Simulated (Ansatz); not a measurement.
# Ge on the N site (Ge_N) in metastable zinc-blende GaN

Level of theory: PBE, PAW (plane waves to 420 eV; Ansatz, an electronic-structure program). Cell: 64 sites, 2×2×2; final energies on a 2×2×2 shifted mesh. Site at the start: the N site. Energies of charged states are corrected for periodic images (point charge plus alignment at distant sites). Dielectric constants: PBE linear response of the host. Host gap at this level: 1.54 eV. These values are not converged in cell size to better than tenths of an eV. The semilocal functional narrows the gap, so deep levels can fall outside it. Spin–orbit coupling is left out. Each state is the lowest found from its start.

Formation energies E_f are given with the Fermi level at the valence-band maximum. Chemical conditions: N-rich (Δμ(N) = 0.00 eV, Δμ(Ge) = -0.009 eV, bounded by Ge3N4 (P31c); only phases computed here count, gases as isolated molecules at 0 K). Reference phases: Ge: germanium, N: N2 molecule in a box.

| charge | moment (μB) | largest move off a lattice site (Å) | image correction with alignment (eV) | E_f, N-rich (eV) | above the lowest spin state (eV) |
|---|---|---|---|---|---|
| +1† | 2.0 | 0.34 | 0.37 | – | 0.00 |
| +1 | not spin-polarised | 0.34 | 0.37 | 4.82 | 0.17 |
| 0 | 1.0 | 0.30 | 0.00 | 5.43 | 0.00 |
| −1 | not spin-polarised | 0.26 | -0.05 | 6.64 | 0.00 |

† Not settled in this cell, so no level is given: charge +1: a level filled in part.

Transition levels above the valence-band maximum: ε(0/−1) = 1.21 eV. With a charge missing or unsettled, these needn't be thermodynamic levels.
